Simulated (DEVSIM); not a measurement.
Device: Pt/SiO2/p-Si capacitor, at 300 K.

| layer (left to right) | material | thickness (nm) | Na (cm⁻³) |
|---|---|---|---|
| 1 | SiO2 | 4.60 | - |
| 2 | Si | 7000 | 6.8e15 |

Metal gate on the left, work function 5.6 eV. Fixed charge at the semiconductor interface 9.8e11 cm⁻² (in units of +e); interface traps 3.1e11 cm⁻² eV⁻¹, uniform in energy, neutral level at 0.7 of the gap above the valence band.

The device is made up for the run: typed textbook-type constants, with dimensions and the other settings drawn at random. Values at 300 K.

| parameter | SiO2 | Si |
|---|---|---|
| gap (eV) | 9 | 1.124 |
| affinity (eV) | 0.9 | 4.05 |
| permittivity | 3.9 | 11.7 |
| Nc (cm⁻³) | - | 2.86e19 |
| Nv (cm⁻³) | - | 3.1e19 |

Model (solved in DEVSIM): 1D Poisson equation in equilibrium, Boltzmann statistics, complete ionisation; no quantum confinement or tunnelling. Metal contacts follow the ideal Schottky-Mott rule: no Fermi-level pinning, no interface dipoles.

The fixed charge was swept, all else fixed.

| fixed charge (cm^-2) | flat-band voltage (V) | threshold voltage (band bending 2φF) (V) |
|---|---|---|
| -7.9e11 | 0.77 | 1.56 |
| 9.5e10 | 0.59 | 1.37 |
| 9.8e11 | 0.40 | 1.19 |
| 1.86e12 | 0.21 | 1.00 |
| 2.75e12 | 0.02 | 0.81 |

From the first row to the last the flat-band voltage goes from 0.77 to 0.02. From the first row to the last the threshold voltage (band bending 2φF) goes from 1.56 to 0.81.
